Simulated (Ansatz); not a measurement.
By LDA, the system below comes out a metal.

Without scattering a metal conducts by its projected Fermi surface.

Here is the system:

```
CELL_PARAMETERS angstrom
      3.15921     0.00000     0.00000
     -1.57961     2.73596     0.00000
      1.57961     0.91199     2.57949
ATOMIC_POSITIONS crystal
  Ta 0.00000 0.00000 0.00000
  C  0.00000 0.50000 0.50000
```

The cell is taken as given; by LDA it stands under a pressure of -12.1 GPa.

The current flows along the normal of the first two printed cell vectors, the (111) plane of the conventional cell. No spin-orbit coupling; the value is a mean over 0.1 eV about the Fermi level.

Question: Predict the ballistic conductance per area from Ansatz (a program for electronic structure) with LDA.

Answer: 1.1 × 10¹⁵ S/m² for both spins.
